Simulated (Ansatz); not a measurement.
Input:

```xyz
8
Lattice="4.3988 0.0000 0.0000 0.0000 4.3988 0.0000 0.0000 0.0000 2.5385" Properties=species:S:1:pos:R:3 pbc="T T T"
B      0.7659     3.6329     1.2692
B      3.6329     0.7659     1.2692
B      2.9653     2.9653     0.0000
B      1.4335     1.4335     0.0000
N      3.5736     3.5736     1.2692
N      0.8252     0.8252     1.2692
N      3.0246     1.3742     0.0000
N      1.3742     3.0246     0.0000
```

Computed with PBEsol, rigid bands (plane waves, PAW, scalar-relativistic; Ansatz, a quantum-chemistry and plane-wave program). Cell: cell and atoms relaxed with PBEsol.

Question: Predict the hole conductivity mass (n e² τ/σ) at 300 K, by direction if it differs.

Answer: 0.63 (x), 0.63 (y), 1.48 (z) mₑ.

Question: Predict the electron conductivity mass (n e² τ/σ) at 300 K, by direction if it differs.

Answer: 0.40 (x), 0.40 (y), 0.50 (z) mₑ.

Question: And the band gap?

Answer: 4.57 eV at this level; semilocal functionals usually fall short of the measured gap.

Rigid bands, one relaxation time for all states, no polarons. Spin-orbit coupling is left out.

Computed structure with no diffraction record at hand here (it may be known, metastable or hypothetical): BN (P4_2/mnm).
